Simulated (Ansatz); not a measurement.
Structure of amorphous Si30N44Hf3 (periodic cell):

```xyz
77
Lattice="9.5468 0.0000 0.0000 0.0000 9.5468 0.0000 0.0000 0.0000 9.5468" Properties=species:S:1:pos:R:3 pbc="T T T"
Si     7.6010     5.7385     9.0755
Si     9.4844     0.6472     7.1445
Si     1.0839     3.2585     8.9532
Si     7.8775     0.5584     0.0032
Si     3.4904     3.7078     7.2758
Si     2.3680     9.2245     1.7933
Si     0.3852     9.3950     4.0189
Si     6.8860     8.0945     6.5332
Si     8.1465     3.1188     7.8137
Si     5.1700     1.5908     4.3016
Si     7.9163     1.1447     5.2779
Si     1.8321     8.2599     6.5518
Si     2.1481     7.3197     3.8828
Si     0.7401     3.5070     5.5692
Si     8.3366     3.3380     1.3648
Si     4.5197     8.2503     5.4536
Si     5.8293     2.6763     8.4486
Si     9.4365     5.7597     6.9581
Si     4.2742     0.5404     7.0125
Si     3.5500     6.4159     2.2347
Si     3.6193     4.0816     0.6226
Si     2.1976     0.4207     9.0183
Si     1.4063     2.4922     2.4331
Si     7.3728     7.3364     1.2995
Si     6.6081     3.6159     4.0514
Si     7.2337     0.6594     2.4067
Si     6.2436     5.1323     6.5686
Si     0.2814     7.8292     9.1010
Si     4.4066     1.8621     1.5203
Si     6.2151     6.3336     3.8628
N      7.5230     6.7161     2.8478
N      1.0156     3.3377     3.8472
N      3.3739     0.6924     0.7469
N      8.9578     9.2078     8.5786
N      4.3268     0.4316     5.2647
N      3.0956     3.0446     2.0325
N      4.8611     3.2516     4.0144
N      1.5707     8.5828     0.3965
N      0.5201     7.7197     3.7733
N      0.8646     7.1009     7.5437
N      6.6908     5.0733     4.9490
N      7.8897     9.4067     6.3661
N      2.4421     3.6386     5.9654
N      5.0645     3.0712     0.4394
N      6.0273     7.5913     5.0606
N      5.2572     8.5241     7.2330
N      6.6444     3.7114     7.2920
N      4.5910     5.2402     7.2845
N      8.8031     6.7212     0.3769
N      2.9442     7.4926     5.4426
N      4.4411     2.1634     7.5025
N      2.6631     3.8390     8.7794
N      0.9165     9.5085     5.7886
N      7.7697     4.0865     9.4751
N      4.6916     5.8341     3.3060
N      7.5548     6.3300     7.2567
N      7.1616     8.9975     1.1566
N      8.0410     1.6752     1.3095
N      6.6502     2.1242     4.9650
N      7.8485     3.9246     2.8881
N      7.1964     1.6328     8.3902
N      3.5895     5.8199     0.6572
N      8.3321     0.4583     3.7660
N      5.5030     1.0583     2.6624
N      0.1030     4.1657     7.7694
N      2.8846     9.1675     7.6475
N      1.4355     0.7374     2.8270
N      1.0862     1.6035     8.3578
N      2.0792     5.7934     3.0643
N      0.5679     3.3244     1.1075
N      6.2417     6.6035     0.1299
N      0.0575     5.1547     5.3977
N      9.0333     2.2129     6.2544
N      3.2316     8.0782     2.6953
Hf     9.3751     5.5683     3.3903
Hf     3.1412     4.1990     4.0229
Hf     4.5293     6.7956     8.6327
```

Computed with PBE, scalar-relativistic without spin-orbit coupling (plane waves to 420 eV, PAW; Ansatz, a quantum-chemistry and plane-wave program).

A CHGNet melt-quench gave the starting glass, which DFT then relaxed. N atoms were pushed apart under 1.9 Å during the dynamics, to hinder bonds among them. The hot cell started wider than the set density and was brought back towards it in steps. It is the lowest in DFT energy of 2 quenches. It is a model cell: composition and starting density were chosen by hand, and all elements were melted together. No dispersion term was used. Its density started from a set value of 3.81 and ended at 3.81 g/cm³. Cooling (nominally 300 K/ps over its main leg) ran many orders faster than in experiment, which tends to leave more defects and strain. Values belong to this one cell and scatter from quench to quench. The volume was held where the preparation left it, at a PBE pressure of 2.5 GPa. Stress components on the final sampling reach 4.1 GPa. On a 2×2×2 Γ-centred mesh force components of up to 0.12 eV/Å stay, since the relaxation ran on the zone centre alone.

Neighbours within Si-Si 2.60 Å, Si-N 2.16 Å, Si-Hf 2.89 Å, N-N 1.70 Å, N-Hf 2.71 Å, Hf-Hf 3.34 Å count as bonded. Two cations that share two anions don't count as bonded, nor two that share one unless they lie closer than Si-Si 2.38 Å, Si-Hf 2.81 Å, Hf-Hf 3.25 Å.

Task: Give the coordination numbers, mean bond lengths and angles.

Result: 
```yaml
Mean coordination of Si by anions: 4.07 (28 with 4, 2 with 5)
Mean coordination of N: 3.14 (38 with 3, 6 with 4)
Mean coordination of Hf by anions: 5.33 (1 with 4, 2 with 6)
Mean Si-N bond: 1.766 Å (spread 0.075 Å, 122 counted)
Mean N-Hf bond: 2.216 Å (spread 0.154 Å, 16 counted)
Bond angle at Si: mean 108.8°, spread 13.7°
Bond angle at N: mean 115.1°, spread 17.2°
Bond angle at Hf: mean 103.0°, spread 28.3°
```

Task: Which atoms depart from the most common coordination of their element?

Result: Si2 has 5 (N53 1.81 Å, N34 1.82 Å, N73 1.86 Å, N68 1.93 Å, N42 1.94 Å); Si9 has 5 (N47 1.70 Å, N65 1.83 Å, N61 1.86 Å, N54 1.96 Å, N73 2.01 Å); N32 has 4 (Si23 1.69 Å, Si14 1.75 Å, Hf76 2.30 Å, Hf75 2.57 Å); N36 has 4 (Si23 1.82 Å, Si21 1.83 Å, Si29 1.84 Å, Hf76 2.30 Å); N46 has 4 (Si8 1.82 Å, Si19 1.86 Å, Si16 1.95 Å, Hf77 2.34 Å); N56 has 4 (Si27 1.90 Å, Si1 1.91 Å, Si18 1.99 Å, Si8 2.02 Å); N69 has 4 (Si13 1.73 Å, Si20 1.80 Å, Hf76 2.14 Å, Hf75 2.29 Å); N73 has 4 (Si11 1.83 Å, Si2 1.86 Å, Si14 1.93 Å, Si9 2.01 Å); Hf77 has 4 (N71 2.01 Å, N48 2.06 Å, N62 2.07 Å, N46 2.34 Å).

Task: List the pairs of like atoms that count as bonded by the rules above.

Result: There are none by these rules.
